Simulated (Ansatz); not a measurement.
Converging the plane-wave cutoff: Sr (Fm-3m, 1 atom in the cell)

```
CELL_PARAMETERS angstrom
      0.00000     3.03088     3.03088
      3.03088     0.00000     3.03088
      3.03088     3.03088     0.00000
ATOMIC_POSITIONS crystal
  Sr 0.00000 0.00000 0.00000
```

Computed with PBE (plane waves, PAW; Ansatz, an electronic-structure program).

Base settings: basis.ecutwfc = 420 eV; kpoints.mp_grid.grid = 9 9 9; hamiltonian.xc = pbe; hamiltonian.pseudopotentials = {kind: paw} (the program's default PAW files); scf.occupations.method = fermi_dirac; scf.occupations.width = 0.1 eV.

The second cell is the first with its lattice scaled by 0.98.

The mesh stays at the base's, so the ladder's end is converged at best in this setting alone.

The first pressure column holds Ansatz's estimate of the finite-basis (Pulay) stress, which hides part of the cutoff error; the other is without it.

Only quantities that move along the ladder and can be compared are tabulated.

The count of work is k-points × plane waves × bands × iterations; it is no time. 

The starting cell has typed, rounded lattice constants, without a prior relaxation at this level. Its lattice was rescaled by up to half a per cent.

Steps (basis.ecutwfc): 145 eV; 170 eV; 190 eV; 210 eV; 230 eV; 250 eV; 295 eV; 335 eV; 380 eV; 420 eV; 460 eV; 505 eV; 565 eV; 630 eV; 735 eV; 840 eV; 1010 eV.

### Question
What is the coarsest basis.ecutwfc that holds the energy of the compressed cell less the first within 1 meV/atom of the last step, with all finer ones?

### Answer
250 eV, at 0.13 of the last step's count of work; the step before is off by 1.1 meV/atom.

### Question
What is the coarsest basis.ecutwfc that holds the free energy within 5 meV/atom of the last step, with all finer ones?

### Answer
295 eV, at 0.16 of the last step's count of work; the step before is off by 40 meV/atom.

### Question
What is the coarsest basis.ecutwfc that holds the pressure without the Pulay estimate within 0.5 GPa of the last step, with all finer ones?

### Answer
295 eV, at 0.16 of the last step's count of work; the step before is off by 0.93 GPa.

| basis.ecutwfc | free energy less the last step's (meV/atom) | energy of the compressed cell less the first (meV/atom) | pressure (GPa) | pressure without the Pulay estimate (GPa) | count of work / last |
|---|---|---|---|---|---|
| 145 eV | 2953.98 | 37.26 | -0.18 | -28.66 | 0.057 |
| 170 eV | 1220.34 | -1.73 | -0.17 | -14.89 | 0.070 |
| 190 eV | 564.97 | 4.93 | 0.03 | -8.25 | 0.082 |
| 210 eV | 245.46 | 5.95 | -0.18 | -4.32 | 0.096 |
| 230 eV | 102.81 | 5.89 | -0.10 | -2.19 | 0.11 |
| 250 eV | 39.91 | 4.94 | -0.12 | -1.06 | 0.13 |
| 295 eV | 3.77 | 4.92 | -0.12 | -0.24 | 0.16 |
| 335 eV | 0.78 | 4.77 | -0.13 | -0.14 | 0.19 |
| 380 eV | 0.34 | 4.79 | -0.13 | -0.13 | 0.23 |
| 420 eV | 0.18 | 4.77 | -0.13 | -0.13 | 0.27 |
| 460 eV | 0.12 | 4.76 | -0.13 | -0.13 | 0.31 |
| 505 eV | 0.10 | 4.76 | -0.13 | -0.13 | 0.36 |
| 565 eV | 0.06 | 4.76 | -0.13 | -0.13 | 0.42 |
| 630 eV | 0.03 | 4.76 | -0.13 | -0.13 | 0.50 |
| 735 eV | 0.02 | 4.76 | -0.13 | -0.13 | 0.64 |
| 840 eV | 0.01 | 4.76 | -0.13 | -0.13 | 0.78 |
| 1010 eV | 0.00 | 4.76 | -0.13 | -0.13 | 1.0 |

The energy difference between the two cells stays within 1 meV/atom of the last step's from 250 eV on, the total only from 335 eV on: much of the error is common to both cells and cancels.

Two neighbours can agree and both be off: 210 eV and 230 eV differ by 0.06 meV/atom in the energy of the compressed cell less the first, yet lie about 1.1 meV/atom from the last step.

At the lowest cutoff the pressure without the Pulay estimate lies 28.5 GPa under the last step's, the usual sign of Pulay stress in an incomplete plane-wave basis.

Keys are those of Ansatz 0.2.
